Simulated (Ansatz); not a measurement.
# Li: pressure −1 GPa

Take Li in the bcc (W type) structure (space group Im-3m, No. 229; a = 3.435 Å) as the base.

The change: a negative pressure, −1 GPa.

Level of theory: PBE, PAW, 420 eV (Ansatz, a first-principles code; no SOC). Γ-centred 19×19×19 mesh, Fermi–Dirac width 0.05 eV.

```csv
quantity,base,changed,shift
volume per atom,20.27 Å³,22.01 Å³,+1.74 Å³
density,0.57 g/cm³,0.52 g/cm³,-0.045 g/cm³
lattice parameter a,343.5 pm,353.1 pm,+9.6 pm
enthalpy H = E + PV relative to the base's energy,–,-0.13 eV/atom,–
band gap,zero,zero,–
```

Final structure:

```yaml
crystal:
  lattice:
    - [-1.76540, 1.76540, 1.76540]
    - [1.76540, -1.76540, 1.76540]
    - [1.76540, 1.76540, -1.76540]
  atoms:
    - { symbol: Li, position: [0.00000, 0.00000, 0.00000] }
```

Cost of the whole job for the changed cell (relaxation, final SCF and bands): around 12 core-seconds (rough).

Load acts through the strain it causes; cell and atoms are relaxed under it. Whether these cells are dynamically stable was not tested.
